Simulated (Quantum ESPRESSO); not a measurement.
## Sensitivity of a calculation on TmIn (P1, 2 atoms in the cell) to its settings

```
CELL_PARAMETERS angstrom
      3.73900     0.00000     0.00000
      0.00000     3.73900     0.00000
      0.00000     0.00000     3.73900
ATOMIC_POSITIONS crystal
  Tm 0.49818 0.50533 0.50867
  In 0.00182 0.99468 0.99133
```
Moments meant for the start (each program seeds them in its own way; μB, in the order of the atoms Tm In): 2.0 0.0.

Base run A: PBEsol, SSSP 1.1.2 efficiency (PBE) pseudopotentials run with Quantum ESPRESSO, self-consistent single point.

Its settings: ecutwfc = 55 Ry; ecutrho = 440 Ry; occupations = smearing; smearing = gaussian; degauss = 0.0073499 Ry; nspin = 2; input_dft = pbesol; potentials = {Tm: Tm.GGA-PBE-paw-v1.0.UPF, In: In.pbe-dn-rrkjus_psl.0.2.2.UPF}; K_POINTS = automatic 5 5 5 0 0 0; conv_thr = 1e-11 Ry; mixing_beta = 0.4.

The starting cell comes from a database of published, mostly measured structures (it also holds non-ambient and calculated ones), without a prior relaxation at this level. Its atoms were displaced at random from the sites of space group no. 221. With one magnetic atom in the cell only a parallel order is possible. With U or open f shells several self-consistent states can exist. The f electrons are in the valence without U or exact exchange, which can misplace them near the Fermi level. Spin-orbit terms, which matter for f shells, are left out. Without a gap this mesh is coarse (it stands for a supercell whose shortest vector is 19 Å).

ΔF is the free energy per atom less that of run A. 

Runs:
- B: nosym: default → true
- C: smearing: gaussian → fermi-dirac; degauss: 0.0073499 Ry → 0.02205 Ry
- D: degauss: 0.0073499 Ry → 0.02205 Ry
- E: nbnd: default → 34
- F: occupations: smearing → tetrahedra_opt; smearing: gaussian → default; degauss: 0.0073499 Ry → default

```json
[
 {"run": "A", "ΔF (meV/atom)": "0.00", "pressure (GPa)": "-1.40", "largest force (eV/Å)": "0.225", "size of the net moment (μB/atom)": "0.69"},
 {"run": "B", "ΔF (meV/atom)": "0.00", "pressure (GPa)": "-1.40", "largest force (eV/Å)": "0.225", "size of the net moment (μB/atom)": "0.69"},
 {"run": "C", "ΔF (meV/atom)": "-468.7", "pressure (GPa)": "-0.20", "largest force (eV/Å)": "0.242", "size of the net moment (μB/atom)": "0.61"},
 {"run": "D", "ΔF (meV/atom)": "-92.4", "pressure (GPa)": "-0.89", "largest force (eV/Å)": "0.232", "size of the net moment (μB/atom)": "0.66"},
 {"run": "E", "ΔF (meV/atom)": "0.00", "pressure (GPa)": "-1.41", "largest force (eV/Å)": "0.225", "size of the net moment (μB/atom)": "0.69"},
 {"run": "F", "ΔF (meV/atom)": "35.0", "pressure (GPa)": "-1.25", "largest force (eV/Å)": "0.225", "size of the net moment (μB/atom)": "0.67"}
]
```

Run D against A: The free energy goes down by 92.4 meV/atom, the pressure goes from -1.40 to -0.89 GPa, the largest force goes from 0.225 to 0.232 eV/Å and the size of the net moment goes from 0.69 to 0.66 μB/atom.

Run C against A: The free energy drops by 469 meV/atom, the pressure goes from -1.40 to -0.20 GPa, the largest force goes from 0.225 to 0.242 eV/Å and the size of the net moment goes from 0.69 to 0.61 μB/atom.

Run E against A: The free energy hardly moves (within 1 meV/atom), the pressure hardly changes (-1.40 to -1.41 GPa), the largest force stays at 0.225 eV/Å and the size of the net moment stays at 0.69 μB/atom.
